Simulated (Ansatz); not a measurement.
**MgO (R-3m): band-edge transport data**

Given:

```
MgO
1.0
    0.00451     2.10747     2.10747
    2.10747     0.00451     2.10747
    2.10747     2.10747     0.00451
Mg O
1 1
Direct
  0.00000   0.00000   0.00000
  0.50000   0.50000   0.50000
```

Computed with r2SCAN, rigid bands (plane waves, PAW, scalar-relativistic; Ansatz, a program for electronic structure). Condition of this run: uniaxial stress along [111] of -1 GPa (compression positive) (the target of the relaxation). Cell: cell and atoms relaxed with r2SCAN, then loaded as said.

* **band gap**: 5.65 eV
* **electron conductivity mass (300 K, dilute)**: 0.37 mₑ
* **hole conductivity mass (300 K, dilute)**: 2.3 mₑ
* **effective density of states N_c (300 K)**: 5.7e18 cm⁻³
* **effective density of states N_v (300 K)**: 2.3e20 cm⁻³
* **density-of-states mass, electrons**: 0.37 mₑ
* **density-of-states mass, holes**: 4.4 mₑ
* **Seebeck coefficient, n-type 1e19 cm⁻³, 300 K**: -178 μV/K
* **best n-type power factor at 300 K for τ = 10 fs (best axis; densities from 1e16 to 1e21 cm⁻³ tried, whether or not they can be reached)**: 2.5 μW/(cm·K²) at 3e19 cm⁻³
* **Seebeck coefficient, p-type 1e19 cm⁻³, 300 K**: 500 μV/K

Rigid bands; masses and Seebeck coefficients take one relaxation time τ for all states and one kind of carrier; polarons and phonon drag are left out. Spin-orbit coupling is left out.
